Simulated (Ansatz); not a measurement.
Functionals compared on a constructed model of the (111) surface of fcc Ir, a pseudomorphic layer of Ag in the host's stacking (bottom of the slab: a bare face, its two planes held), in Ansatz (plane waves, PAW). The structure was relaxed with PBE; the other rows are single points on it. Cutoff 420 eV (500 eV for r2SCAN).

Set-up: 7 atoms, 13.7 Å thick at the start with caps and adatoms (thin: gaps and levels are the slab's own); mesh 16x16x1; 0.1 eV smearing; dipole correction on; 2 atoms held, the rest relaxed; symmetry of the start imposed; no spin, no spin-orbit, no U. In PBE it is, or lies within 0.01 eV a 1x1 cell of, the lowest of the 2 structures of its composition computed so far; subsurface sites and larger cells were not tried. These notes are the PBE run's.

| functional | work function of the top face (eV) | rough cost of the single point |
|---|---|---|
| PBE | 4.83 | – |
| RPBE | 4.63 | very roughly 30 core-seconds |
| r2SCAN | 4.82 | roughly 60 core-seconds |

Ansatz is an electronic-structure program.
